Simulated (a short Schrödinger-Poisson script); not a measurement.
Stack: symmetric double-gate stack, SiO2 on p-type GaN, at 400 K.

```csv
layer,material,thickness (nm),Na (cm⁻³)
1,SiO2,2.1,-
2,GaN,4,2e17
3,SiO2,2.1,-
```

The device is made up for the run: typed textbook-type constants, with dimensions and the other settings drawn at random. SiO2: permittivity 3.9, conduction-band edge (eV) 3.2, gap (eV) 9, electron mass (mₑ) 0.5. GaN: permittivity 9.5, conduction-band edge (eV) 0, gap (eV) 3.43, Nv at 300 K (cm⁻³) 4.6e19.

Channel valleys (confinement mass, in-plane density-of-states mass, number): Γ 0.2, 0.2, 1. At the gates, both at one voltage, the conduction-band edge of layer 1 lies 3.79 eV − eVg above the Fermi level of the channel. Gaps are held at their typed values at every temperature. Mesh 0.03 nm at interfaces.

Solved with a short Schrödinger-Poisson script written for these runs: 1D Poisson equation in equilibrium, electrons quantum, Hartree (BenDaniel-Duke, 12 states a valley, the channel's in-plane mass for all, wave functions free to enter the dielectric), parabolic valleys, classical holes, full ionisation, no traps, pinning or gate leakage.

The same stack at other levels of the model or other numerical settings:

```tsv
run	sheet density of all electrons at Vg = 2 V (cm⁻²)	sheet density of all electrons at Vg = 0.8 V (cm⁻²)	capacitance of both gates at Vg = 2 V (μF/cm²)	gate voltage at 1e11 electrons/cm² (V)	rough cost against the base
base	1.94e13	2.07e12	2.53	0.57	about 1
electrons treated as classical, Boltzmann	2.53e13	3.25e12	3.11	0.51	0.1
electrons treated as classical, Fermi-Dirac	?	2.85e12	2.57	0.51	0.2
electrons treated as quantum, Hartree plus LDA exchange-correlation	2.03e13	2.48e12	2.58	0.56	2
mesh six times as coarse	1.93e13	?	2.51	0.57	0.4
one subband a valley	1.90e13	2.07e12	?	0.57	0.5
```

### Question
Some entries are withheld; supply them.

### Answer

- one subband a valley, capacitance of both gates at Vg = 2 V (μF/cm²): 2.32
- electrons treated as classical, Fermi-Dirac, sheet density of all electrons at Vg = 2 V (cm⁻²): 2.12e13
- mesh six times as coarse, sheet density of all electrons at Vg = 0.8 V (cm⁻²): 2.03e12

The classical rows ignore confinement, and Boltzmann statistics overrate the density once the band edge passes the Fermi level.

In real p-type GaN the Mg acceptor is only partly ionised, and so wide a gap doesn't supply an inversion layer without source and drain.
